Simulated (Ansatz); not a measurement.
# Pressure series in WSe2

The parent structure is WSe2 in the 2H-MoS2 type structure (space group P6_3/mmc, No. 194; layered, stacked along the Cartesian z axis).

```
CELL_PARAMETERS angstrom
      3.23050     0.00000     0.00000
     -1.61525     2.79770     0.00000
      0.00000     0.00000    12.41131
ATOMIC_POSITIONS crystal
  W  0.33333 0.66667 0.25000
  W  0.66667 0.33333 0.75000
  Se 0.33333 0.66667 0.61455
  Se 0.66667 0.33333 0.11455
  Se 0.66667 0.33333 0.38545
  Se 0.33333 0.66667 0.88545
```

Cell and atoms are relaxed at each pressure.

Method: PBEsol-D3(BJ), PAW, 420 eV (Ansatz, a quantum-chemistry and plane-wave program; without spin-orbit coupling).

Candidates:
(a) pressure −1 GPa
(b) pressure 75 GPa
(c) pressure 7 GPa

For the base:

The band gap is 0.67 eV.

Question: Order them by band gap, highest first.

Answer: (a) pressure −1 GPa (0.73 eV), (c) pressure 7 GPa (0.40 eV), (b) pressure 75 GPa (zero)

A case with no gap was solved on a k-mesh chosen for an insulator, which is coarse for it. Spin-orbit coupling, missing from the scalar runs, can matter with W. Load acts through the strain it causes; cell and atoms are relaxed under it. Whether these cells are dynamically stable was not tested. No other phases were tried under pressure. The final runs are not spin-polarised.
